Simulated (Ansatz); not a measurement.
The reference is BN in the zinc blende structure (space group F-43m, No. 216; a = 3.610 Å). Axes: x, y, z lie along the cube axes.

It is then changed as follows: the cell is compressed by 1.00 % along z with no lateral relaxation, atoms relaxed at fixed cell.

Calculations: Ansatz (a quantum-chemistry and plane-wave program), r2SCAN, PAW, cutoff 500 eV, no SOC.

Q: Give the band edges at the high-symmetry points of the new zone, measured from its valence-band maximum.

A: 
```json
[
 {"point": "Γ", "valence edge (eV)": "0.00", "conduction edge (eV)": "9.52"},
 {"point": "X", "valence edge (eV)": "-5.18", "conduction edge (eV)": "5.01"},
 {"point": "P", "valence edge (eV)": "-6.85", "conduction edge (eV)": "10.46"},
 {"point": "N", "valence edge (eV)": "-2.03", "conduction edge (eV)": "10.85"},
 {"point": "M", "valence edge (eV)": "-5.33", "conduction edge (eV)": "4.83"},
 {"point": "S", "valence edge (eV)": "-4.49", "conduction edge (eV)": "7.30"},
 {"point": "S₀", "valence edge (eV)": "-4.49", "conduction edge (eV)": "7.30"},
 {"point": "R", "valence edge (eV)": "-6.84", "conduction edge (eV)": "10.27"},
 {"point": "G", "valence edge (eV)": "-6.84", "conduction edge (eV)": "10.27"}
]
```

The gap is 4.83 eV, indirect, Γ → M.

The cells carry an imposed strain or load. Whether these cells are dynamically stable was not tested. k-point labels follow each cell's own Brillouin zone.
